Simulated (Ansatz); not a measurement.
The reference is CuI in the zinc blende structure (space group F-43m, No. 216).

```
CuI
1.0
    0.00000     3.03967     3.03967
    3.03967     0.00000     3.03967
    3.03967     3.03967     0.00000
Cu I
1 1
Direct
  0.00000   0.00000   0.00000
  0.25000   0.25000   0.25000
```

Level of theory: DFT with PBE, PAW potentials and a 420 eV plane-wave cutoff in Ansatz (an electronic-structure program), without spin-orbit coupling.

Before the change:

| Item | Result |
|---|---|
| Valley order | Γ 1.10 eV; L along ⟨111⟩ 2.13 eV |
| Pressure | -0.01 GPa |
| Width of the top valence band | 1.47 eV |

Modification: the cell is scaled by 0.9950 in all directions, atoms relaxed at fixed cell.

Task: Estimate the effect on the valley order, pressure and width of the top valence band.

Result: The valley order (the lowest conduction-band minima on the path, energy above the VBM, named in the base's zone) becomes Γ 1.14 eV; L along ⟨111⟩ 2.15 eV (base: Γ 1.10 eV; L along ⟨111⟩ 2.13 eV); the pressure grows by 0.61 GPa to 0.60 GPa; the width of the top valence band goes up by 0.05 eV (1.47 eV → 1.52 eV).

Spin-orbit coupling, missing from the scalar runs, can matter with I. The levels and masses belong to the bands next to the band gap. The cells carry an imposed strain or load. No phonon test of stability was made. All final runs are without spin polarisation.
